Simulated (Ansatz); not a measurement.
Consider WC (space group P-6m2, No. 187; a = 2.8991 Å, c = 2.8268 Å; relaxed with 0.1 eV smearing). Axes: x lies along a and z along c of the hexagonal cell.

All numbers come from Ansatz (a quantum-chemistry and plane-wave program), PBEsol, PAW, cutoff 420 eV, no SOC.

Before the change:

Shortest interatomic distance: 2.191 Å

Now apply this change: the cell is compressed by 3.00 % along z with no lateral relaxation; the atoms relax in the strained cell.

### Question
Estimate the effect on the stress.

### Answer
The stress (xx, yy, zz, yz, xz, xy; compression positive) comes out as (6.2, 6.2, 32.6, 0.0, 0.0, 0.0) GPa.

### Question
What happens to the energy relative to the base?

### Answer
The energy grows by 30 meV/atom.

### Question
Estimate the effect on the shortest interatomic distance.

### Answer
The shortest interatomic distance drops by 0.027 Å, from 2.191 Å to 2.164 Å.

Stability against distortions was not tested. All final runs are without spin polarisation.
